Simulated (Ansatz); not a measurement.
Electronic density of states of amorphous B32N30O3, density 2.00 g/cm³, on a 2×2×2 Γ-centred mesh with a Gaussian width of 0.1 eV; energies count from the Fermi level, whose place inside the gap is arbitrary. Cell and mesh are small, so fine structure isn't converged. Calculation: PBE, scalar-relativistic without spin-orbit coupling (plane waves to 420 eV, PAW; Ansatz, an electronic-structure program). Sampling: a 2×2×2 Γ-centred mesh; Fermi-Dirac width 0.02 eV; no spin polarisation. At PBE the levels at both edges of the gap are localised (band-tail or defect states), and the nearest spread-out levels lie 3.2 eV apart at the zone centre.

It comes from a melt-quench run on a machine-learned potential (CHGNet), relaxed afterwards by DFT. O and N atoms were pushed apart under 1.9 Å during the dynamics, to hinder bonds among them. The hot cell started wider than the set density and was brought back towards it in steps. It is the lowest in DFT energy of 2 quenches. It is a model cell: composition and starting density were chosen by hand, and all elements were melted together. No dispersion term was used. Its density started from a set value of 2.00 and ended at 2.00 g/cm³. The quench (nominally 580 K/ps over its main leg) was far faster than any real one, so the model tends to hold more defects than a real film. A cell of this size samples the disorder only roughly. The volume was held where the preparation left it, at a PBE pressure of -0.3 GPa (tension). Stress components on the final sampling reach 3.6 GPa.

```json
[
 {"E - EF (eV)": "-12.00", "states/(eV atom)": "0.00"},
 {"E - EF (eV)": "-11.90", "states/(eV atom)": "0.00"},
 {"E - EF (eV)": "-11.80", "states/(eV atom)": "0.00"},
 {"E - EF (eV)": "-11.70", "states/(eV atom)": "0.00"},
 {"E - EF (eV)": "-11.60", "states/(eV atom)": "0.00"},
 {"E - EF (eV)": "-11.50", "states/(eV atom)": "0.04"},
 {"E - EF (eV)": "-11.40", "states/(eV atom)": "0.14"},
 {"E - EF (eV)": "-11.30", "states/(eV atom)": "0.11"},
 {"E - EF (eV)": "-11.20", "states/(eV atom)": "0.02"},
 {"E - EF (eV)": "-11.10", "states/(eV atom)": "0.01"},
 {"E - EF (eV)": "-11.00", "states/(eV atom)": "0.05"},
 {"E - EF (eV)": "-10.90", "states/(eV atom)": "0.15"},
 {"E - EF (eV)": "-10.80", "states/(eV atom)": "0.22"},
 {"E - EF (eV)": "-10.70", "states/(eV atom)": "0.21"},
 {"E - EF (eV)": "-10.60", "states/(eV atom)": "0.26"},
 {"E - EF (eV)": "-10.50", "states/(eV atom)": "0.29"},
 {"E - EF (eV)": "-10.40", "states/(eV atom)": "0.18"},
 {"E - EF (eV)": "-10.30", "states/(eV atom)": "0.14"},
 {"E - EF (eV)": "-10.20", "states/(eV atom)": "0.17"},
 {"E - EF (eV)": "-10.10", "states/(eV atom)": "0.24"},
 {"E - EF (eV)": "-10.00", "states/(eV atom)": "0.31"},
 {"E - EF (eV)": "-9.90", "states/(eV atom)": "0.36"},
 {"E - EF (eV)": "-9.80", "states/(eV atom)": "0.37"},
 {"E - EF (eV)": "-9.70", "states/(eV atom)": "0.36"},
 {"E - EF (eV)": "-9.60", "states/(eV atom)": "0.30"},
 {"E - EF (eV)": "-9.50", "states/(eV atom)": "0.24"},
 {"E - EF (eV)": "-9.40", "states/(eV atom)": "0.25"},
 {"E - EF (eV)": "-9.30", "states/(eV atom)": "0.25"},
 {"E - EF (eV)": "-9.20", "states/(eV atom)": "0.28"},
 {"E - EF (eV)": "-9.10", "states/(eV atom)": "0.29"},
 {"E - EF (eV)": "-9.00", "states/(eV atom)": "0.28"},
 {"E - EF (eV)": "-8.90", "states/(eV atom)": "0.33"},
 {"E - EF (eV)": "-8.80", "states/(eV atom)": "0.36"},
 {"E - EF (eV)": "-8.70", "states/(eV atom)": "0.35"},
 {"E - EF (eV)": "-8.60", "states/(eV atom)": "0.29"},
 {"E - EF (eV)": "-8.50", "states/(eV atom)": "0.26"},
 {"E - EF (eV)": "-8.40", "states/(eV atom)": "0.24"},
 {"E - EF (eV)": "-8.30", "states/(eV atom)": "0.25"},
 {"E - EF (eV)": "-8.20", "states/(eV atom)": "0.26"},
 {"E - EF (eV)": "-8.10", "states/(eV atom)": "0.31"},
 {"E - EF (eV)": "-8.00", "states/(eV atom)": "0.36"},
 {"E - EF (eV)": "-7.90", "states/(eV atom)": "0.37"},
 {"E - EF (eV)": "-7.80", "states/(eV atom)": "0.29"},
 {"E - EF (eV)": "-7.70", "states/(eV atom)": "0.25"},
 {"E - EF (eV)": "-7.60", "states/(eV atom)": "0.32"},
 {"E - EF (eV)": "-7.50", "states/(eV atom)": "0.36"},
 {"E - EF (eV)": "-7.40", "states/(eV atom)": "0.35"},
 {"E - EF (eV)": "-7.30", "states/(eV atom)": "0.32"},
 {"E - EF (eV)": "-7.20", "states/(eV atom)": "0.32"},
 {"E - EF (eV)": "-7.10", "states/(eV atom)": "0.32"},
 {"E - EF (eV)": "-7.00", "states/(eV atom)": "0.36"},
 {"E - EF (eV)": "-6.90", "states/(eV atom)": "0.36"},
 {"E - EF (eV)": "-6.80", "states/(eV atom)": "0.37"},
 {"E - EF (eV)": "-6.70", "states/(eV atom)": "0.36"},
 {"E - EF (eV)": "-6.60", "states/(eV atom)": "0.35"},
 {"E - EF (eV)": "-6.50", "states/(eV atom)": "0.33"},
 {"E - EF (eV)": "-6.40", "states/(eV atom)": "0.35"},
 {"E - EF (eV)": "-6.30", "states/(eV atom)": "0.38"},
 {"E - EF (eV)": "-6.20", "states/(eV atom)": "0.42"},
 {"E - EF (eV)": "-6.10", "states/(eV atom)": "0.41"},
 {"E - EF (eV)": "-6.00", "states/(eV atom)": "0.39"},
 {"E - EF (eV)": "-5.90", "states/(eV atom)": "0.40"},
 {"E - EF (eV)": "-5.80", "states/(eV atom)": "0.39"},
 {"E - EF (eV)": "-5.70", "states/(eV atom)": "0.39"},
 {"E - EF (eV)": "-5.60", "states/(eV atom)": "0.40"},
 {"E - EF (eV)": "-5.50", "states/(eV atom)": "0.38"},
 {"E - EF (eV)": "-5.40", "states/(eV atom)": "0.36"},
 {"E - EF (eV)": "-5.30", "states/(eV atom)": "0.34"},
 {"E - EF (eV)": "-5.20", "states/(eV atom)": "0.30"},
 {"E - EF (eV)": "-5.10", "states/(eV atom)": "0.31"},
 {"E - EF (eV)": "-5.00", "states/(eV atom)": "0.34"},
 {"E - EF (eV)": "-4.90", "states/(eV atom)": "0.33"},
 {"E - EF (eV)": "-4.80", "states/(eV atom)": "0.33"},
 {"E - EF (eV)": "-4.70", "states/(eV atom)": "0.29"},
 {"E - EF (eV)": "-4.60", "states/(eV atom)": "0.21"},
 {"E - EF (eV)": "-4.50", "states/(eV atom)": "0.25"},
 {"E - EF (eV)": "-4.40", "states/(eV atom)": "0.30"},
 {"E - EF (eV)": "-4.30", "states/(eV atom)": "0.29"},
 {"E - EF (eV)": "-4.20", "states/(eV atom)": "0.34"},
 {"E - EF (eV)": "-4.10", "states/(eV atom)": "0.43"},
 {"E - EF (eV)": "-4.00", "states/(eV atom)": "0.38"},
 {"E - EF (eV)": "-3.90", "states/(eV atom)": "0.29"},
 {"E - EF (eV)": "-3.80", "states/(eV atom)": "0.28"},
 {"E - EF (eV)": "-3.70", "states/(eV atom)": "0.25"},
 {"E - EF (eV)": "-3.60", "states/(eV atom)": "0.24"},
 {"E - EF (eV)": "-3.50", "states/(eV atom)": "0.29"},
 {"E - EF (eV)": "-3.40", "states/(eV atom)": "0.33"},
 {"E - EF (eV)": "-3.30", "states/(eV atom)": "0.39"},
 {"E - EF (eV)": "-3.20", "states/(eV atom)": "0.41"},
 {"E - EF (eV)": "-3.10", "states/(eV atom)": "0.38"},
 {"E - EF (eV)": "-3.00", "states/(eV atom)": "0.43"},
 {"E - EF (eV)": "-2.90", "states/(eV atom)": "0.39"},
 {"E - EF (eV)": "-2.80", "states/(eV atom)": "0.29"},
 {"E - EF (eV)": "-2.70", "states/(eV atom)": "0.32"},
 {"E - EF (eV)": "-2.60", "states/(eV atom)": "0.40"},
 {"E - EF (eV)": "-2.50", "states/(eV atom)": "0.34"},
 {"E - EF (eV)": "-2.40", "states/(eV atom)": "0.27"},
 {"E - EF (eV)": "-2.30", "states/(eV atom)": "0.34"},
 {"E - EF (eV)": "-2.20", "states/(eV atom)": "0.31"},
 {"E - EF (eV)": "-2.10", "states/(eV atom)": "0.29"},
 {"E - EF (eV)": "-2.00", "states/(eV atom)": "0.30"},
 {"E - EF (eV)": "-1.90", "states/(eV atom)": "0.29"},
 {"E - EF (eV)": "-1.80", "states/(eV atom)": "0.31"},
 {"E - EF (eV)": "-1.70", "states/(eV atom)": "0.28"},
 {"E - EF (eV)": "-1.60", "states/(eV atom)": "0.21"},
 {"E - EF (eV)": "-1.50", "states/(eV atom)": "0.19"},
 {"E - EF (eV)": "-1.40", "states/(eV atom)": "0.14"},
 {"E - EF (eV)": "-1.30", "states/(eV atom)": "0.16"},
 {"E - EF (eV)": "-1.20", "states/(eV atom)": "0.10"},
 {"E - EF (eV)": "-1.10", "states/(eV atom)": "0.01"},
 {"E - EF (eV)": "-1.00", "states/(eV atom)": "0.00"},
 {"E - EF (eV)": "-0.90", "states/(eV atom)": "0.00"},
 {"E - EF (eV)": "-0.80", "states/(eV atom)": "0.00"},
 {"E - EF (eV)": "-0.70", "states/(eV atom)": "0.00"},
 {"E - EF (eV)": "-0.60", "states/(eV atom)": "0.00"},
 {"E - EF (eV)": "-0.50", "states/(eV atom)": "0.00"},
 {"E - EF (eV)": "-0.40", "states/(eV atom)": "0.00"},
 {"E - EF (eV)": "-0.30", "states/(eV atom)": "0.00"},
 {"E - EF (eV)": "-0.20", "states/(eV atom)": "0.00"},
 {"E - EF (eV)": "-0.10", "states/(eV atom)": "0.00"},
 {"E - EF (eV)": "0.00", "states/(eV atom)": "0.00"},
 {"E - EF (eV)": "0.10", "states/(eV atom)": "0.00"},
 {"E - EF (eV)": "0.20", "states/(eV atom)": "0.00"},
 {"E - EF (eV)": "0.30", "states/(eV atom)": "0.00"},
 {"E - EF (eV)": "0.40", "states/(eV atom)": "0.00"},
 {"E - EF (eV)": "0.50", "states/(eV atom)": "0.00"},
 {"E - EF (eV)": "0.60", "states/(eV atom)": "0.00"},
 {"E - EF (eV)": "0.70", "states/(eV atom)": "0.00"},
 {"E - EF (eV)": "0.80", "states/(eV atom)": "0.00"},
 {"E - EF (eV)": "0.90", "states/(eV atom)": "0.00"},
 {"E - EF (eV)": "1.00", "states/(eV atom)": "0.00"},
 {"E - EF (eV)": "1.10", "states/(eV atom)": "0.01"},
 {"E - EF (eV)": "1.20", "states/(eV atom)": "0.09"},
 {"E - EF (eV)": "1.30", "states/(eV atom)": "0.15"},
 {"E - EF (eV)": "1.40", "states/(eV atom)": "0.05"},
 {"E - EF (eV)": "1.50", "states/(eV atom)": "0.01"},
 {"E - EF (eV)": "1.60", "states/(eV atom)": "0.05"},
 {"E - EF (eV)": "1.70", "states/(eV atom)": "0.14"},
 {"E - EF (eV)": "1.80", "states/(eV atom)": "0.10"},
 {"E - EF (eV)": "1.90", "states/(eV atom)": "0.07"},
 {"E - EF (eV)": "2.00", "states/(eV atom)": "0.13"},
 {"E - EF (eV)": "2.10", "states/(eV atom)": "0.16"},
 {"E - EF (eV)": "2.20", "states/(eV atom)": "0.23"},
 {"E - EF (eV)": "2.30", "states/(eV atom)": "0.20"},
 {"E - EF (eV)": "2.40", "states/(eV atom)": "0.19"},
 {"E - EF (eV)": "2.50", "states/(eV atom)": "0.27"},
 {"E - EF (eV)": "2.60", "states/(eV atom)": "0.30"},
 {"E - EF (eV)": "2.70", "states/(eV atom)": "0.26"},
 {"E - EF (eV)": "2.80", "states/(eV atom)": "0.25"},
 {"E - EF (eV)": "2.90", "states/(eV atom)": "0.29"},
 {"E - EF (eV)": "3.00", "states/(eV atom)": "0.31"},
 {"E - EF (eV)": "3.10", "states/(eV atom)": "0.27"},
 {"E - EF (eV)": "3.20", "states/(eV atom)": "0.26"},
 {"E - EF (eV)": "3.30", "states/(eV atom)": "0.28"},
 {"E - EF (eV)": "3.40", "states/(eV atom)": "0.25"},
 {"E - EF (eV)": "3.50", "states/(eV atom)": "0.26"},
 {"E - EF (eV)": "3.60", "states/(eV atom)": "0.26"},
 {"E - EF (eV)": "3.70", "states/(eV atom)": "0.20"},
 {"E - EF (eV)": "3.80", "states/(eV atom)": "0.20"},
 {"E - EF (eV)": "3.90", "states/(eV atom)": "0.24"},
 {"E - EF (eV)": "4.00", "states/(eV atom)": "0.26"},
 {"E - EF (eV)": "4.10", "states/(eV atom)": "0.25"},
 {"E - EF (eV)": "4.20", "states/(eV atom)": "0.27"},
 {"E - EF (eV)": "4.30", "states/(eV atom)": "0.25"},
 {"E - EF (eV)": "4.40", "states/(eV atom)": "0.19"}
]
```

The gap between localised states on this mesh is 2.48 eV; the broadening fills part of it in the curve.
